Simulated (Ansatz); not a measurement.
SiH3 on the 1x1 (10-10) surface of wurtzite ZnO (cut with top plane O + Zn), one in a 2x1 cell, started at the site 'bridge Zn-Zn (span 3.3 Å)'

Host crystal: wurtzite ZnO, with a band gap (PBE, scalar-relativistic without spin-orbit coupling).

Calculation: r2SCAN, at the PBE geometry and the start's symmetry (plane waves to 500 eV, PAW; Ansatz, a quantum-chemistry and plane-wave program).

Model: 36-atom slab, 9.4 Å thick at the start under the adsorbate (thin: gaps and levels are the slab's own), 3x4x1 mesh, Fermi-Dirac 0.01 eV, dipole correction, single point; no symmetry held, on the structure that PBE left; spin-polarised, no spin-orbit, no U, no dispersion correction. The starting moment vanished. The program's check for a lower electronic state was not made. At the end it is bonded to O. In PBE this state lies 0.05 eV over the lowest of the starts that converged ('top Zn #2').

```yaml
adsorption energy against SiH4(g) − ½ H2(g) at the same level: -0.44 eV
change_of_the_step_from_the_bottom_to_the_top_vacuum_level_against_the_clean_slab: -1.39 eV
height of the binding atom over the mean of the host atoms within 0.3 Å of the top one: 1.719 Å
magnetic_moment_of_the_cell: 0.00 μB
nearest_host_atoms_of_the_binding_atom: O at 1.70 Å, Zn at 3.11 Å, Zn at 3.30 Å
note: in the relaxation the adsorbate left its starting site by 2.7 Å
cost: very roughly 21 core-minutes
```

A negative adsorption energy means that the adsorbate is more stable on the surface than in its reference.
